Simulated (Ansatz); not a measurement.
Consider RbSrBr$_{3}$ in the cubic perovskite structure (space group Pm-3m, No. 221; a = 5.9462 Å; a hypothetical phase, not in the database extracts checked). Axes: x, y, z lie along the cube axes.

Method: r2SCAN in Ansatz (plane waves to 500 eV, PAW, scalar-relativistic without spin-orbit coupling).

Strains are applied to the cell and any free atomic positions relax; under biaxial strain the out-of-plane vector relaxes too.

One change was made to it. Results:

| quantity | base | after |
|---|---|---|
| band gap | 4.60 eV | 4.46 eV |
| energy relative to the base (free energy F) | 0 meV/atom | +21 meV/atom |

Q: Name the change that was made.
A. uniaxial strain ε_yy = +1.92 %
B. biaxial strain −1.51 %, plane normal [001], relaxed out of plane
C. uniaxial strain ε_xx = +0.33 %
D. biaxial strain +4.40 %, plane normal [001], relaxed out of plane
E. biaxial strain +3.86 %, plane normal [111], relaxed out of plane

A: D, biaxial strain +4.40 %, plane normal [001], relaxed out of plane. For comparison, the energy relative to the base in the other runs: biaxial strain −1.51 %, plane normal [001], relaxed out of plane gives +3.2 meV/atom; uniaxial strain ε_xx = +0.33 % gives +0.1 meV/atom; biaxial strain +3.86 %, plane normal [111], relaxed out of plane gives +7.9 meV/atom; uniaxial strain ε_yy = +1.92 % gives +2.0 meV/atom.

Whether these cells are dynamically stable was not tested. Many cubic perovskites are stable only at high temperature; tilts and polar distortions were not tested.

Ansatz is a program for electronic structure.
